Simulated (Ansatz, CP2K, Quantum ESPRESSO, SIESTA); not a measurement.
**Code comparison for Na₂Cl (P4/mmm, 6 atoms in the cell)**

Relaxation of cell and atoms.

```yaml
crystal:
  lattice:
    - [3.56747, 0.00000, 0.00000]
    - [0.00000, 3.56747, 0.00000]
    - [0.00000, 0.00000, 12.63287]
  atoms:
    - { symbol: Na, position: [0.00000, 0.00000, 0.22690] }
    - { symbol: Na, position: [0.00000, 0.00000, 0.77310] }
    - { symbol: Na, position: [0.00000, 0.00000, 0.50000] }
    - { symbol: Na, position: [0.50000, 0.50000, 0.00000] }
    - { symbol: Cl, position: [0.50000, 0.50000, 0.35918] }
    - { symbol: Cl, position: [0.50000, 0.50000, 0.64082] }
```

Shared settings, as Ansatz (a program for electronic structure) writes them: kpoints.mp_grid.grid = 8 8 2; scf.occupations.method = fermi_dirac; scf.occupations.width = 0.01 Ry. Potentials and cutoffs stand in the table.

```json
[
 {"code": "Ansatz", "model": "LDA (PW92), PAW files made with PBE", "final volume (Å³/atom)": "24.15", "cutoff": "30.9 Ry"},
 {"code": "Quantum ESPRESSO", "model": "LDA (PZ), GBRV 1.5 ultrasoft (LDA) pseudopotentials", "final volume (Å³/atom)": "24.16", "cutoff": "40 Ry"},
 {"code": "SIESTA", "model": "LDA PW92, numerical atomic orbitals DZP, PseudoDojo LDA standard norm-conserving potentials (rewritten from UPF to PSML)", "final volume (Å³/atom)": "23.63", "cutoff": "grid 350 Ry"},
 {"code": "CP2K", "model": "LDA (Pade form), GPW, DZVP-MOLOPT-SR-GTH basis, GTH-PADE potentials (GTH_POTENTIALS)", "final volume (Å³/atom)": "24.45", "cutoff": "grid 950 Ry"}
]
```

The spread over the programs that give each value: final volume within 0.82 Å³/atom.

SIESTA and CP2K use small atom-centred bases, whose incompleteness enters pressures, forces and empty levels differently from a plane-wave cutoff. The same LDA comes in different parametrisations, which differ slightly. The programs treat the finite-basis stress differently while the cell relaxes: Ansatz adds an estimate of it.

The starting cell comes from a database of computed structures (which also holds hypothetical and non-ambient phases and stackings), without a prior relaxation at this level. Its lattice was rescaled by a random factor within 2.5 % of one.

Keys are those of Ansatz 0.2.
